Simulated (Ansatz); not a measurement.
Phonon-limited resistivity of Sc2Al (P6_3/mmc) against temperature in μΩ·cm, PBEsol, DFPT electron-phonon coupling, linearised Boltzmann equation in Ansatz (a quantum-chemistry and plane-wave program), harmonic crystal at a fixed cell. x, y and z are the axes of this cell:
```yaml
crystal:
  lattice:
    - [4.85053, 0.00000, 0.00000]
    - [-2.42526, 4.20068, 0.00000]
    - [0.00000, 0.00000, 6.08567]
  atoms:
    - { symbol: Sc, position: [0.00000, 0.00000, 0.00000] }
    - { symbol: Sc, position: [0.00000, 0.00000, 0.50000] }
    - { symbol: Sc, position: [0.33333, 0.66667, 0.75000] }
    - { symbol: Sc, position: [0.66667, 0.33333, 0.25000] }
    - { symbol: Al, position: [0.33333, 0.66667, 0.25000] }
    - { symbol: Al, position: [0.66667, 0.33333, 0.75000] }
```

| T | ρ (x, y) | ρ (z) |
|---|---|---|
| 50 K | 8.3 | 2.3 |
| 77 K | 21 | 6.2 |
| 100 K | 32 | ? |
| 150 K | 57 | ? |
| 200 K | 81 | 28 |

Fill in the missing entries.


- 100 K, ρ (z): 10.1
- 150 K, ρ (z): 19.0

A metal at this level (no band gap). Only scattering by harmonic phonons is included (no impurities, grain boundaries, electron-electron scattering or thermal expansion). Spin-orbit coupling is left out. Values near or above 100 μΩ·cm, or paths under about 2 nm, lie near resistivity saturation, where the Boltzmann equation overshoots. Halving the electron mesh (20x20x16) moves the resistivity by up to 3 %. Smearing 0.20 eV; phonons on a 3x3x3 q mesh, which this run doesn't test and which matters most at low temperature.

Computed structure with no diffraction record at hand here (it may be known, metastable or hypothetical): Sc2Al (P6_3/mmc).
